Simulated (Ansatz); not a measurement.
Consider LiF in the rock salt structure (space group Fm-3m, No. 225).

```
CELL_PARAMETERS angstrom
      0.00000     2.00393     2.00393
      2.00393     0.00000     2.00393
      2.00393     2.00393     0.00000
ATOMIC_POSITIONS crystal
  Li 0.00000 0.00000 0.00000
  F  0.50000 0.50000 0.50000
```

Cartesian axes are those of the cell as printed.

All numbers come from PBEsol (Ansatz, a first-principles code), no spin-orbit coupling.

Strains are applied to the cell and any free atomic positions relax; under biaxial strain the out-of-plane vector relaxes too.

One change was made to it. Results:

| quantity | base | after |
|---|---|---|
| energy relative to the base (free energy F) | 0 meV/atom | +0.2 meV/atom |
| band gap | 9.05 eV | 9.09 eV |
| volume per atom | 8.05 Å³ | 8.00 Å³ |

**Question.** Which of these changes matches the shifts?
A. biaxial strain −0.50 %, plane normal [001], relaxed out of plane
B. biaxial strain −2.00 %, plane normal [001], relaxed out of plane
C. biaxial strain −3.00 %, plane normal [001], relaxed out of plane
D. biaxial strain −1.50 %, plane normal [001], relaxed out of plane

**Answer.** A, biaxial strain −0.50 %, plane normal [001], relaxed out of plane. For comparison, the band gap in the other runs: biaxial strain −2.00 %, plane normal [001], relaxed out of plane gives 9.22 eV; biaxial strain −1.50 %, plane normal [001], relaxed out of plane gives 9.18 eV; biaxial strain −3.00 %, plane normal [001], relaxed out of plane gives 9.31 eV.

Whether these cells are dynamically stable was not tested.
